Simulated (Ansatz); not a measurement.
# BeTe (model structure, started from the WC type, P-6m2, No. 187, 2 atoms in the cell): lattice constant a by level of theory

No measured value is used here.

Q: Put these levels in order of the lattice constant a that they give for BeTe (model structure, started from the WC type, P-6m2, No. 187, 2 atoms in the cell), smallest first: PBE-D3(BJ) (Ansatz, a program for electronic structure), PBEsol (Ansatz), r²SCAN (Ansatz).

A: PBE-D3(BJ) (3.638 Å), PBEsol (3.663 Å), r²SCAN (3.741 Å)

Ansatz's density-functional and Hartree–Fock values are scalar-relativistic unless marked +SOC, with PAW data made under PBE.

A model structure was made by putting elements into a prototype or built by hand; it is no filed structure, need not be a known phase, and can be a saddle point held by its symmetry.
